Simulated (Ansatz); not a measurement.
The starting structures come from a database of crystals and need not be the phases stable at ambient conditions.

By PBEsol, the system below comes out a metal.

Without scattering a metal conducts by its projected Fermi surface.

Consider the following.

```xyz
6
Lattice="4.2855 0.0000 0.0000 -2.1401 6.4201 0.0000 -0.0151 1.3791 5.5855" Properties=species:S:1:pos:R:3 pbc="T T T"
Bi    -0.0123     3.0100     3.8195
Bi     2.1426     4.7893     1.7660
Bi     2.1478     1.2014     1.1476
Bi    -0.0175     6.5978     4.4378
Pd     0.0037     3.0868     0.9503
Pd     2.1265     4.7124     4.6352
```

Space group of this cell: P-1. The cell is taken as given; by PBEsol its mean pressure is -2.3 GPa.

The current flows along the normal of the first two printed cell vectors. No spin-orbit coupling; the value is a mean over 0.1 eV about the Fermi level.

Problem. Compute, with PBEsol in Ansatz (an electronic-structure program), the ballistic conductance per area.

Solution. 0.46 × 10¹⁵ S/m² for both spins.
